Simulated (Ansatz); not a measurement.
Band gap of InSe (P6₃/mmc, No. 194; structure not from a measured cell) at several levels of theory

The reference, 1.17 eV (measured, temperature not stated, no zero-point or thermal correction; as tabulated in Kim et al. (2020), doi:10.1038/s41597-020-00723-8), is not set against levels without spin–orbit coupling, which matters for this solid.

Problem. Put these levels in order of the band gap that they give for InSe (P6₃/mmc, No. 194; structure not from a measured cell), smallest first: LDA (Ansatz, a program for electronic structure), PBE+SOC (Ansatz), PBE0 (Ansatz), r²SCAN+SOC (Ansatz).

Solution. LDA (0.30 eV), PBE+SOC (0.51 eV), r²SCAN+SOC (0.94 eV), PBE0 (1.88 eV)

Computed values are for a static lattice. Levels without +SOC have no spin–orbit coupling; where heavier elements are present it shifts gaps, mostly down, and can invert bands.  Values are at the PBEsol cell. Cutoffs and k meshes differ between the levels. Ansatz's density-functional and Hartree–Fock values are scalar-relativistic unless marked +SOC, with PAW data made under PBE.
